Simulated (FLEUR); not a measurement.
FLEUR run on GaFe (P-6m2, 2 atoms in the cell): self-consistent single point.

Computed with PBEsol, all-electron FLAPW (FLEUR), scalar-relativistic valence in FLEUR.

```
GaFe
1.0
    2.73219     0.00000     0.00000
   -1.36610     2.36615     0.00000
    0.00000     0.00000     4.00740
Ga Fe
1 1
Cartesian
  0.00000   0.00000   2.00370
  1.36610   0.78871   0.00000
```
Moments meant for the start (each program seeds them in its own way; μB, in the order of the atoms Ga Fe): 0.0 4.0.

Reference input (self-consistent single point, DFT, LDA (Vosko-Wilk-Nusair), all-electron FLAPW (FLEUR), scalar-relativistic valence): Kmax = 4.5 1/bohr; GmaxXC = 22.5 1/bohr; xcFunctional = vwn; jspins = 2; l_soc = F; mode = hist; fermiSmearingEnergy = 0.00367493 Htr; mesh (inpgen div1-3) = 11 11 7; inpgen gamma flag = false; Gmax = 22.5 1/bohr; numbands = 0; maxIterBroyd = 40. This run's input differs from it in these lines:

```diff
@@ -14,3 +14,3 @@
 &comp jspins=2 /
-&exco xctyp='vwn' /
+&exco xctyp='PBEs' /
 &kpt div1=11 div2=11 div3=7 /
@@ -27,3 +27,3 @@
       <coreElectrons ctail="T" frcor="F" kcrel="0" coretail_lmax="0"/>
-      <xcFunctional name="vwn" relativisticCorrections="F"/>
+      <xcFunctional name="PBEs" relativisticCorrections="F"/>
       <magnetism jspins="2"/>
```

Output (repeated stretches shortened):

```
 Iteration:     1   Distance:      26.24778167 me/bohr^3
 Iteration:     2   Distance:      24.84368750 me/bohr^3
 Iteration:     3   Distance:      13.97226954 me/bohr^3
 Iteration:     4   Distance:       8.61317414 me/bohr^3
 Iteration:     5   Distance:       6.88367119 me/bohr^3
   [... 15 lines left out ...]
 Iteration:    21   Distance:       0.00024312 me/bohr^3
 Iteration:    22   Distance:       0.00003164 me/bohr^3
 Iteration:    23   Distance:       0.00003624 me/bohr^3
 Iteration:    24   Distance:       0.00000550 me/bohr^3
 Run finished successfully
 Stop message:
   Structural relaxation: Done

[file out, last iteration]
             iter=     25
[...]
          total density-effective poten   -5.1126354171E+03
          total charge density-energy d   -1.2900877242E+02
 Updated energy parameters for spin:           1
 Updated energy parameters for spin:           2
[...]
 fermi energy and band-weighting factors:

[...]
FERMIE:
          first approx. to ef    (T=0)  :   0.389059 htr   (energy of the highest occ. eigenvalue)
          number of occ. states  (T=0)  :       2367
          first approx. to seigv (T=0)  : -41.616542 htr
          sum of weights of occ. states :  37.001181
          sum of semicore charge        :   0.000000 e
FERHIS:  Fermi-Energy by histogram:
          bandgap                     :   0.000490 htr
   [... lines left out ...]
          charge neutrality (T=0)     :   0.001181    (zero if the highest occ. eigenvalue is "entirely" occupied)
     EF_NEWTON:  Adjust Fermi-Energy by Newton-Method.
 Direct bandgap for spin            1 :    1.2669067920154486E-002  Htr
 Direct bandgap for spin            2 :    8.0398480888704826E-003  Htr
 ---->    free energy=                     -3214.3031360416 htr
   [... lines left out ...]
 ***** TOTAL FORCES ON ATOMS *****
 TOTAL FORCE FOR ATOM TYPE=  1  X=  0.000   Y=  0.000   Z=  3.786
                       FX_TOT= 0.000000 FY_TOT= 0.000000 FZ_TOT= 0.000000
 TOTAL FORCE FOR ATOM TYPE=  2  X= -2.582   Y=  1.490   Z=  0.000
                       FX_TOT= 0.000000 FY_TOT= 0.000000 FZ_TOT= 0.000000
 Structural relaxation: Done
```

The run converged in 24 iterations. FLEUR gives forces in its relaxation mode, with a further iteration, so its stop message speaks of a relaxation. Against the reference run the size of the net moment goes from 0.94 to 0.99 μB/atom.

The starting cell comes from a database of computed structures (which also holds hypothetical and non-ambient phases and stackings), without a prior relaxation at this level. Its lattice was rescaled by a random factor within 2.5 % of one. With one magnetic atom in the cell only a parallel order is possible. Values depend on the basis (sphere radii, cutoffs, local orbitals), which need not be converged. The log's line on a gap gives a spacing of levels on this mesh, which the program prints for metals too.

Cost on one core of a shared machine: roughly 5 min.
